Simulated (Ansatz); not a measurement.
# Ta, pressure series

The parent structure is Ta in the bcc (W type) structure (space group Im-3m, No. 229).

```yaml
crystal:
  lattice:
    - [-1.64097, 1.64097, 1.64097]
    - [1.64097, -1.64097, 1.64097]
    - [1.64097, 1.64097, -1.64097]
  atoms:
    - { symbol: Ta, position: [0.00000, 0.00000, 0.00000] }
```

Cell and atoms are relaxed at each pressure.

Method: Ansatz (a first-principles code), PBEsol, PAW, cutoff 420 eV, no spin-orbit coupling.

Notes on the quantities. enthalpy: H = E + PV relative to the base's energy.

```
case               shortest interatomic distance       enthalpy
-----------------  -----------------------------  -------------
base                                     2.842 Å              –
pressure −2 GPa                              ___  -0.22 eV/atom
pressure −1 GPa                              ___  -0.11 eV/atom
pressure 0.9 GPa                         2.838 Å  +0.10 eV/atom
pressure 2.1 GPa                         2.833 Å  +0.23 eV/atom
pressure 4.5 GPa                             ___  +0.49 eV/atom
pressure 9 GPa                           2.805 Å  +0.97 eV/atom
pressure 15 GPa                              ___  +1.60 eV/atom
pressure 22.5 GPa                        2.757 Å  +2.37 eV/atom
pressure 30 GPa                          2.734 Å  +3.11 eV/atom
```

Q: Fill in the withheld entries from the trend.

A: 
- pressure −2 GPa, shortest interatomic distance: 2.852 Å
- pressure −1 GPa, shortest interatomic distance: 2.847 Å
- pressure 4.5 GPa, shortest interatomic distance: 2.823 Å
- pressure 15 GPa, shortest interatomic distance: 2.782 Å

Load acts through the strain it causes; cell and atoms are relaxed under it. No phonon test of stability was made. Competing high-pressure phases were not computed. All final runs are without spin polarisation.
